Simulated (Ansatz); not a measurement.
Here is the system:

```
CELL_PARAMETERS angstrom
      0.00000     2.74397     2.71001
      2.74397     0.00000     2.71001
      2.74397     2.74397     0.00000
ATOMIC_POSITIONS crystal
  Ga 0.00000 0.00000 0.00000
  P  0.25000 0.25000 0.25000
```

Method: r2SCAN with spin-orbit coupling, rigid bands (plane waves, PAW; Ansatz, a quantum-chemistry and plane-wave program). Condition of this run: biaxial stress xx = yy = -1 GPa (compression positive) (the target of the relaxation). How the cell was made: cell and atoms relaxed with r2SCAN, then loaded as said.

What conductivity effective mass do dilute electrons have at 300 K?

0.25 (x), 0.25 (y), 1.02 (z) mₑ.

Predict the hole conductivity mass (n e² τ/σ) at 300 K, by direction if it differs.

0.47 (x), 0.47 (y), 0.41 (z) mₑ.

And the band gap?

1.72 eV at this level; semilocal functionals usually fall short of the measured gap.

Rigid bands, one relaxation time for all states, no polarons.
